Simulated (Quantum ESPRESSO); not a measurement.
A working Quantum ESPRESSO input for Ta2Cd2O7 (Fd-3m, 22 atoms in the cell) (DFT, LDA (PZ), plane waves, GBRV 1.5 ultrasoft (LDA) pseudopotentials):

```fortran
&CONTROL
  calculation = 'scf',
  prefix = 'pwscf',
  outdir = './tmp',
  pseudo_dir = './',
  tprnfor = .true.,
  tstress = .true.,
/
&SYSTEM
  ibrav = 2,
  A = 10.59787200,
  nat = 22,
  ntyp = 3,
  ecutwfc = 40,
  ecutrho = 320,
  occupations = 'fixed',
  nbnd = 100,
/
&ELECTRONS
  conv_thr = 1.0d-9,
  mixing_beta = 0.7,
/
ATOMIC_SPECIES
Ta   180.9479  ta_lda_v1.uspp.F.UPF
Cd   112.4140  cd_lda_v1.uspp.F.UPF
O     15.9990  o_lda_v1.2.uspp.F.UPF
ATOMIC_POSITIONS {crystal}
Ta    0.12500000    0.12500000    0.12500000
Ta    0.62500000    0.12500000    0.12500000
Ta    0.12500000    0.12500000    0.62500000
Ta    0.12500000    0.62500000    0.12500000
Cd    0.62500000    0.62500000    0.62500000
Cd    0.12500000    0.62500000    0.62500000
Cd    0.62500000    0.62500000    0.12500000
Cd    0.62500000    0.12500000    0.62500000
O     0.05715000    0.05715000    0.44285000
O     0.80715000    0.80715000    0.19285000
O     0.44285000    0.44285000    0.05715000
O     0.19285000    0.19285000    0.80715000
O     0.44285000    0.05715000    0.05715000
O     0.19285000    0.80715000    0.80715000
O     0.05715000    0.44285000    0.44285000
O     0.80715000    0.19285000    0.19285000
O     0.05715000    0.44285000    0.05715000
O     0.80715000    0.19285000    0.80715000
O     0.44285000    0.05715000    0.44285000
O     0.19285000    0.80715000    0.19285000
O     0.75000000    0.75000000    0.75000000
O     0.50000000    0.50000000    0.50000000
K_POINTS {automatic}
5 5 5  0 0 0
```

The run converged in 14 iterations: free energy E − TS -20126.8814 eV; top of the valence band (on the code's own zero) 7.31 eV; gap on the k-point mesh 1.75 eV; pressure -16.11 GPa; largest force (vector length) 0.584 eV/Å. Each of these slips is then made, one at a time:

(1)
```diff
-O     15.9990  o_lda_v1.2.uspp.F.UPF
+O     15.9990  o_pbe_v1.2.uspp.F.UPF
```

(2)
```diff
-  ecutwfc = 40,
-  ecutrho = 320,
```

**Question.** What happens in each case?

**Answer.** 
(1) Potentials made for another functional. The program stopped before any SCF iteration.
```
Error in routine set_dft_from_name (3):
conflicting values for icorr
```

(2) No plane-wave cutoff. The program stopped before any SCF iteration.
```
Error in routine set_cutoff (1):
ecutwfc not set
```

The starting cell comes from a database of computed structures (which also holds hypothetical and non-ambient phases and stackings), without a prior relaxation at this level. Its lattice was rescaled by a random factor within 2.5 % of one. Spin-orbit coupling is off. In the base run, with a pressure of about -16 GPa the cell is away from its equilibrium volume at this level.

Left out of this page: 1 run of the series stopped by limits of time or memory; 4 runs of the series outside the window shown, repeating another row's setting, or not comparable.
